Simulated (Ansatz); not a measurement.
TiO2 (Pbcn, No. 60, 12 atoms in the cell; start mp-1439; high-pressure phase), treated with HSE06 in Ansatz (PAW).

Settings: plane-wave cutoff 460 eV, 6×4×6 k mesh (along the axes of the cell as run), Fermi–Dirac smearing 0.01 eV, no spin polarisation, scalar-relativistic PAW data made under PBE.

Cell (relaxed with PBEsol):

Space group Pbcn (No. 60); a = 4.538 Å, b = 5.495 Å, c = 4.879 Å, α = β = γ = 90.00°

| atom | site | symmetry | x | y | z |
|---|---|---|---|---|---|
| Ti | 4c | .2. | 0.0000 | 0.1752 | 0.7500 |
| O | 8d | 1 | 0.2284 | 0.1182 | 0.4188 |

Predict the band gap and smallest direct gap on the k points sampled.


* **band gap**: 4.22 eV (on the SCF k mesh) (indirect)
* **smallest direct gap on the k points sampled**: 4.28 eV

Note: cell and atoms aren't relaxed at this level (largest force component 0.03 eV/Å, pressure -0.9 GPa).

The computed numbers hold no vibrational or temperature effects.

Computing time: around 12 core-minutes (rough).

A start named mp-… is a Materials Project structure, which need not be a measured phase.

Ansatz is a first-principles code.
